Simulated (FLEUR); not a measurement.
Band structure of V (Im-3m, 1 atom in the cell).

```
V
1.0
   -1.52818     1.52818     1.52818
    1.52818    -1.52818     1.52818
    1.52818     1.52818    -1.52818
V
1
Cartesian
  0.00000   0.00000   0.00000
```

Computed with PBE, all-electron FLAPW (FLEUR), scalar-relativistic valence.

Settings: Kmax = 4.4 1/bohr; GmaxXC = 13.2 1/bohr; xcFunctional = pbe; jspins = 1; l_soc = F; mode = hist; fermiSmearingEnergy = 0.00499791 Htr; mesh (inpgen div1-3) = 20 20 20; inpgen gamma flag = true; Gmax = 13.2 1/bohr; numbands = 0; maxIterBroyd = 40; imix = Anderson; alpha = 0.05.

The starting cell comes from a database of computed structures (which also holds hypothetical and non-ambient phases and stackings), without a prior relaxation at this level. Its lattice was rescaled by a random factor within 2.5 % of one. Spin polarisation is off. Values depend on the basis (sphere radii, cutoffs, local orbitals), which need not be converged.

Levels in eV from the Fermi level, bands 3 to 10:
```json
[
 {"point": "Γ", "3": "-37.16", "4": "-37.16", "5": "-6.46", "6": "0.39", "7": "0.39", "8": "0.39", "9": "2.27", "10": "2.27"},
 {"point": "H", "3": "-37.68", "4": "-37.68", "5": "-2.74", "6": "-2.74", "7": "3.46", "8": "3.46", "9": "3.46", "10": "9.67"},
 {"point": "N", "3": "-37.40", "4": "-37.17", "5": "-2.99", "6": "-1.03", "7": "1.44", "8": "2.25", "9": "2.59", "10": "3.82"},
 {"point": "P", "3": "-37.53", "4": "-37.53", "5": "-1.06", "6": "-1.06", "7": "-1.06", "8": "2.65", "9": "2.65", "10": "9.90"}
]
```
